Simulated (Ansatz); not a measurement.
Cubic perovskite BaHfO3 was calculated with HSE06 in Ansatz (PAW).

Numerical settings: plane-wave cutoff 520 eV, 6×6×6 k mesh, scalar-relativistic PAW data made under PBE.

Computed at the level's own relaxed cell.

```
BaHfO3
1.0
    4.17498     0.00000     0.00000
    0.00000     4.17498     0.00000
    0.00000     0.00000     4.17498
Ba Hf O
1 1 3
Direct
  0.00000   0.00000   0.00000
  0.50000   0.50000   0.50000
  0.50000   0.00000   0.50000
  0.00000   0.50000   0.50000
  0.50000   0.50000   0.00000
```

Task: Give the elastic tensor (Voigt notation, GPa, ions relaxed, in the Cartesian axes of the cell as printed).

Result: 
```
  338.0    85.9    85.9     0.0     0.0     0.0
   85.9   338.0    85.9     0.0     0.0     0.0
   85.9    85.9   338.0     0.0     0.0     0.0
    0.0     0.0     0.0    98.5     0.0     0.0
    0.0     0.0     0.0     0.0    98.5     0.0
    0.0     0.0     0.0     0.0     0.0    98.5
```

Spin–orbit coupling is not included.

Computed values are for the static lattice.

Ansatz is a first-principles code.
